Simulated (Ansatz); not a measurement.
Base system: Cu in the fcc (Cu type) structure (space group Fm-3m, No. 225; relaxed with 0.1 eV smearing).

```yaml
crystal:
  lattice:
    - [0.00000, 1.78838, 1.78838]
    - [1.78838, 0.00000, 1.78838]
    - [1.78838, 1.78838, 0.00000]
  atoms:
    - { symbol: Cu, position: [0.00000, 0.00000, 0.00000] }
```

Cartesian axes are those of the cell as printed.

Level of theory: r2SCAN (Ansatz, a program for electronic structure; PAW; 500 eV plane waves; without spin-orbit coupling).

Before the change:

| Property | Result |
|---|---|
| Shortest interatomic distance | 2.529 Å |
| Pressure | 0.0 GPa |

One thing is altered: tensor shear ε_xy = +1.43 % (engineering shear γ = 0.0286), atoms relaxed at fixed cell.

Q: What happens to the shortest interatomic distance, pressure and energy relative to the base?

A: The shortest interatomic distance drops by 0.036 Å to 2.493 Å; the pressure (mean of the normal stresses, compression positive) is nearly the same (0.0 GPa against 0.1 GPa); the energy rises by 2.7 meV/atom.

The cells carry an imposed strain or load. Whether these cells are dynamically stable was not tested. All final runs are without spin polarisation.
